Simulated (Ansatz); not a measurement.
Given:

End structure of a constructed model of the (110) surface of bcc Mo, p(2x2) surface alloy, Si on one Mo site of the top plane (bottom of the slab: a bare face, its two planes held):

```yaml
crystal:
  lattice:
    - [5.47470, 0.00000, 0.00000]
    - [-1.82490, 5.16159, 0.00000]
    - [0.00000, 0.00000, 27.50000]
  atoms:
    - { symbol: Mo, position: [0.25000, 0.25000, 0.29799] }
    - { symbol: Mo, position: [0.25000, 0.75000, 0.29799] }
    - { symbol: Mo, position: [0.75000, 0.25000, 0.29799] }
    - { symbol: Mo, position: [0.75000, 0.75000, 0.29799] }
    - { symbol: Mo, position: [0.50000, 0.50000, 0.37926] }
    - { symbol: Mo, position: [0.50000, 0.00000, 0.37926] }
    - { symbol: Mo, position: [0.00000, 0.50000, 0.37926] }
    - { symbol: Mo, position: [0.00000, 0.00000, 0.37926] }
    - { symbol: Mo, position: [0.74967, 0.74967, 0.46028] }
    - { symbol: Mo, position: [0.75134, 0.24866, 0.46088] }
    - { symbol: Mo, position: [0.24866, 0.75134, 0.46088] }
    - { symbol: Mo, position: [0.25033, 0.25033, 0.46028] }
    - { symbol: Mo, position: [0.00000, 0.00000, 0.54268] }
    - { symbol: Mo, position: [0.00000, 0.50000, 0.54173] }
    - { symbol: Mo, position: [0.50000, 0.00000, 0.54173] }
    - { symbol: Mo, position: [0.50000, 0.50000, 0.54115] }
    - { symbol: Mo, position: [0.24738, 0.24738, 0.62263] }
    - { symbol: Mo, position: [0.25730, 0.74270, 0.62461] }
    - { symbol: Mo, position: [0.74270, 0.25730, 0.62461] }
    - { symbol: Mo, position: [0.75262, 0.75262, 0.62263] }
    - { symbol: Si, position: [0.50000, 0.50000, 0.70227] }
    - { symbol: Mo, position: [0.50000, 0.00000, 0.70075] }
    - { symbol: Mo, position: [0.00000, 0.50000, 0.70075] }
    - { symbol: Mo, position: [0.00000, 0.00000, 0.69935] }
```

Model: 24-atom slab, 11.1 Å thick at the start, 7x7x1 mesh, Fermi-Dirac 0.1 eV, dipole correction, 8 atoms held, the rest relaxed; held to the start's symmetry, so lower structures may exist; no spin, no spin-orbit, no U. It is one candidate, not shown to be the stable structure of the face.

Problem. Give the work function of the top face at the level PBE in Ansatz (a quantum-chemistry and plane-wave program).

Solution. 4.42 eV
